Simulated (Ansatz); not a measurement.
Base system: CaZrF6 (space group Fm-3m, No. 225; a = 8.511 Å; a cell from a computed database, its experimental status unchecked). Axes: x, y, z lie along the cube axes.

Levels (all Ansatz, a quantum-chemistry and plane-wave program, PAW): PBEsol (420 eV, scalar-relativistic without spin-orbit coupling); HSE06 (420 eV, scalar-relativistic without spin-orbit coupling).

Its gap is 7.01 eV with PBEsol and 9.31 eV with HSE06.

The change: uniaxial strain ε_xx = +1.28 %, all other strain components held at zero, atoms relaxed at fixed cell.

With PBEsol the gap becomes 6.96 eV.

Problem. If the HSE06 correction stayed the same, what would the HSE06 gap be, and what does the HSE06 run give?

Solution. A rigid correction of +2.30 eV gives 9.26 eV. The HSE06 run gives 9.25 eV, so the two effects roughly add.

Single points use the geometry relaxed with PBEsol. No phonon test of stability was made.
